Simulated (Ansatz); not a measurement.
Results of r²SCAN-D4 (Ansatz, a quantum-chemistry and plane-wave program, plane waves, PAW) for fluorite AuAl₂.

Numerical settings: plane-wave cutoff 560 eV, 16×16×16 k mesh, Fermi–Dirac smearing 0.05 eV, scalar-relativistic PAW data made under PBE.

Computed points:

| V (Å³/atom) | E − E_lowest (meV/atom) |
|---|---|
| 16.852 | 27.48 |
| 17.210 | 11.74 |
| 17.569 | 2.82 |
| 17.927 | 0.00 |
| 18.286 | 2.62 |
| 18.645 | 10.09 |
| 19.003 | 21.89 |

Question: What bulk modulus B0 and pressure derivative B′ does a third-order Birch–Murnaghan fit give?

Answer: V0 = 17.927 Å³/atom, B0 = 121 GPa, B′ = 4.7 (fit to the energies at full precision).

Spin–orbit coupling is not included; it can shift volumes and moduli of such heavy elements.

Static lattice: no zero-point or thermal effects.
